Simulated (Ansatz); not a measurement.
An Ansatz (a quantum-chemistry and plane-wave program) run: hypothetical Pm-3n BN; Kohn–Sham DFT with the PBEsol functional, run in Ansatz with PAW and 420 eV plane waves, no spin-orbit coupling.

Input:

Ansatz 0.2 input:
```yaml
crystal:
  lattice:
    - [4.419330899, 0, 0]
    - [0, 4.419330899, 0]
    - [0, 0, 4.419330899]
  atoms:
    - { symbol: B, position: [0.25, 0, 0.5] }
    - { symbol: B, position: [0.5, 0.25, 0] }
    - { symbol: B, position: [0.5, 0.75, 0] }
    - { symbol: B, position: [0.75, 0, 0.5] }
    - { symbol: B, position: [0, 0.5, 0.75] }
    - { symbol: B, position: [0, 0.5, 0.25] }
    - { symbol: N, position: [0.25, 0.5, 0] }
    - { symbol: N, position: [0, 0.25, 0.5] }
    - { symbol: N, position: [0, 0.75, 0.5] }
    - { symbol: N, position: [0.75, 0.5, 0] }
    - { symbol: N, position: [0.5, 0, 0.75] }
    - { symbol: N, position: [0.5, 0, 0.25] }
basis: { ecutwfc: 420, ecutrho_ratio: 4, xc_grid: 2, fft_grid_basis: typed }
kpoints: { mp_grid: { grid: [6, 6, 6] } }
hamiltonian:
  xc: pbesol
  dispersion: none
  pseudopotentials: { kind: paw }
scf: { occupations: { method: fermi_dirac, width: 0.05 }, convergence: { dr2_threshold: 0.0000000012 } }
output: { forces: true, stress: true }
```

Output (explanatory and most iteration lines left out):

```
Pseudopotential: B, paw, valence charge 3
Pseudopotential: N, paw, valence charge 5
Crystal: 12 atoms, lattice volume = 86.312 Å³
Basis set: ecut = 420 eV, 1743 PW (Γ), exchange–correlation on 60×60×60 points (8 copies of the dense FFT grid, shifted against one another)
Bands: 36, of which v1, the nominal top of the filled ones, is band 24 counted from 1 (23 counted from 0)
Symmetry: 48 space group operations
Space group: Pm-3n (ITA 223), of the structure as read, at distance tolerance 4.4e-5 Å
k-points: 20 of 216
Functional: x = pbesol(κ = 0.804, μ = 0.12345679012345678), c = pbesol(β = 0.046)
SCF iter   1: F=—  HF=-3199.484304 eV  |F-HF|=—  |Δ(HF+E_count)|=         —  Δρ=1.25e-2  dr2=1.09e-1  ethr=1.77e-3  ⟨swp⟩=6.2  Hψ=3328  notcnv=0  defer=18
SCF iter   2: F=—  HF=-3199.459642 eV  |F-HF|=—  |Δ(HF+E_count)|=   2.47e-2  Δρ=2.80e-3  dr2=4.96e-3  ethr=2.27e-4  ⟨swp⟩=2.0  Hψ=1385  notcnv=0  defer=98
SCF 1 converged in 7 iterations: F = -3199.466128 eV  dr2 = 7.41e-10
SCF converged after 7 iterations
Free energy (F): -3199.466128 eV
Internal energy: -3199.466128 eV  (E = F + TS)
E sigma→0 (E₀):  -3199.466128 eV
Fermi energy:    10.684094 eV
--- Forces (eV/Å), atoms counted from 1 ---
  atom   1  B     -0.00000000    -0.00000000     0.00000000
  atom   2  B     -0.00000000    -0.00000000     0.00000000
  atom   3  B      0.00000000    -0.00000000    -0.00000000
  atom   4  B      0.00000000     0.00000000     0.00000000
  atom   5  B     -0.00000000     0.00000000    -0.00000000
  atom   6  B     -0.00000000     0.00000000     0.00000000
  atom   7  N      0.00000000    -0.00000000     0.00000000
  atom   8  N     -0.00000000    -0.00000000    -0.00000000
  atom   9  N      0.00000000     0.00000000     0.00000000
  atom  10  N      0.00000000     0.00000000     0.00000000
  atom  11  N      0.00000000     0.00000000    -0.00000000
  atom  12  N     -0.00000000     0.00000000    -0.00000000
--- Stress (GPa, compression-positive) ---
        0.000810       0.000000       0.000000
        0.000000       0.000810       0.000000
        0.000000       0.000000       0.000810
  P = ⅓ Tr σ = 0.0008 GPa (0.008 kbar)
```

Stability against distortions was not tested. The cell is BN (space group Pm-3n, No. 223; a hypothetical phase, not in the database extracts checked).
